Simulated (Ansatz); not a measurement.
**TbC₂ (I4/mmm, No. 139)**

These are r²SCAN-D4 (Ansatz, a first-principles code, PAW) values and carry that method's errors.

Run with plane-wave cutoff 500 eV, 16×16×16 k mesh, Fermi–Dirac smearing 0.05 eV, spin-polarised start, scalar-relativistic PAW data made under PBE.

Cell (relaxed at this level):

```
TbC2
1.0
   -1.83411     1.83411     3.09502
    1.83411    -1.83411     3.09502
    1.83411     1.83411    -3.09502
Tb C
1 2
Direct
  0.00000   0.00000   0.00000
  0.60454   0.60454   0.00000
  0.39546   0.39546   0.00000
```

volume per atom: 13.88 Å³/atom
lattice parameter a: 3.668 Å
c axis length: 6.190 Å

Note: the magnetic order was assumed, not searched for or taken from measurement; the 4f shell is treated without U or exact exchange, so its levels and filling can be wrong.

Spin–orbit coupling is not included.

Static lattice: no zero-point or thermal effects.

The result took very roughly 7 core-minutes.
